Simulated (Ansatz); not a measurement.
```xyz
8
Lattice="6.4529 0.0000 0.0000 0.0000 3.6215 0.0000 0.0000 0.0000 4.9635" Properties=species:S:1:pos:R:3 pbc="T T T"
Ti     4.3624     0.9054     1.8400
Ti     2.0905     2.7161     3.1234
Ti     5.3170     2.7161     4.3217
Ti     1.1359     0.9054     0.6417
Si     3.5112     0.9054     4.2368
Si     2.9417     2.7161     0.7267
Si     6.1681     2.7161     1.7551
Si     0.2848     0.9054     3.2084
```

Level of theory: PBEsol, DFPT electron-phonon coupling, linearised Boltzmann equation (plane waves, PAW, scalar-relativistic; Ansatz, a program for electronic structure). Geometry: relaxed with this functional, without spin-orbit coupling.

Task: Estimate the phonon-limited resistivity at 800 K, by direction if it differs.

Result: 62 (x), 64 (y), 57 (z) μΩ·cm.

Task: How long is the mean free path there?

Result: 4.8 (x), 4.5 (y), 4.9 (z) nm, weighted by the current that each state carries. Wires not much wider than this gain resistivity from their walls.

A metal at this level (no band gap). Only scattering by harmonic phonons is included (no impurities, grain boundaries, electron-electron scattering or thermal expansion). Spin-orbit coupling is left out. Halving the electron mesh (16x24x16) moves the resistivity by up to 15 % at 800 K, the mean free path by up to 6 %. Smearing 0.20 eV; phonons on a 2x4x3 q mesh, which this run doesn't test.

Computed structure, not matched to a measured one here, so possibly hypothetical: TiSi (Pnma).
